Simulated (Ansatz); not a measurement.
Consider MgSe in the rock salt structure (space group Fm-3m, No. 225).

```
CELL_PARAMETERS angstrom
      0.00000     2.73618     2.73618
      2.73618     0.00000     2.73618
      2.73618     2.73618     0.00000
ATOMIC_POSITIONS crystal
  Mg 0.00000 0.00000 0.00000
  Se 0.50000 0.50000 0.50000
```

Cartesian axes are those of the cell as printed.

Method: Ansatz (a program for electronic structure), r2SCAN, PAW, cutoff 500 eV, scalar-relativistic without spin-orbit coupling.

For the base:

* **Electron mass**: 0.48 mₑ along k, 0.25 mₑ across (at X)
* **Smallest direct gap**: 3.44 eV
* **Valence-band top at Γ**: 0.00, 0.00, 0.00 eV

The change: biaxial strain +1.50 %, plane normal [001], relaxed out of plane (Cartesian); in-plane vectors clamped, the third vector and the atoms free.

**Question.** Estimate the effect on the electron mass.

**Answer.** The electron mass goes from 0.48 mₑ along k, 0.25 mₑ across (at X) to 0.46 mₑ along k, 0.26 mₑ across (at X).

**Question.** What does the calculation give for the energy relative to the base after the change?

**Answer.** The energy goes up by 3.8 meV/atom.

**Question.** Estimate the effect on the smallest direct gap.

**Answer.** The smallest direct gap decreases by 0.19 eV (3.44 eV → 3.25 eV).

**Question.** What does the calculation give for the valence-band top at Γ after the change?

**Answer.** The valence-band top at Γ (three highest levels, from the VBM) becomes 0.00, 0.00, -0.12 eV (base: 0.00, 0.00, 0.00 eV).

Masses are band curvatures over ±0.01 Å⁻¹ around the edge. Along k means along the line from Γ to the band edge. No phonon test of stability was made.
